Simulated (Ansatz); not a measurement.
Effect of pressure 0.7 GPa on AlCr2C

Base system: AlCr2C (space group P6_3/mmc, No. 194; a = 2.812 Å, c = 12.599 Å; non-magnetic).

Now apply this change: cell and atoms relaxed at a pressure of 0.7 GPa.

All numbers come from plane-wave PAW DFT at the PBEsol level (Ansatz, a quantum-chemistry and plane-wave program, 420 eV), no spin-orbit coupling. Γ-centred 19×19×4 mesh, Fermi–Dirac width 0.05 eV.

```tsv
quantity	base	changed	shift
volume per atom	10.78 Å³	10.75 Å³	-0.037 Å³
density	5.50 g/cm³	5.52 g/cm³	+0.02 g/cm³
lattice parameter a	2.812 Å	2.809 Å	-0.003 Å
c/a ratio	4.481	4.481	0.000
shortest interatomic distance	1.940 Å	1.939 Å	-0.001 Å
enthalpy H = E + PV relative to the base's energy	–	+0.05 eV/atom	–
band gap	zero	zero	–
```

Cost of the whole job for the changed cell (relaxation, final SCF and bands): very roughly 3 core-minutes.

Load acts through the strain it causes; cell and atoms are relaxed under it. No phonon test of stability was made. Seeded moments were not kept for the base. The final runs are not spin-polarised.
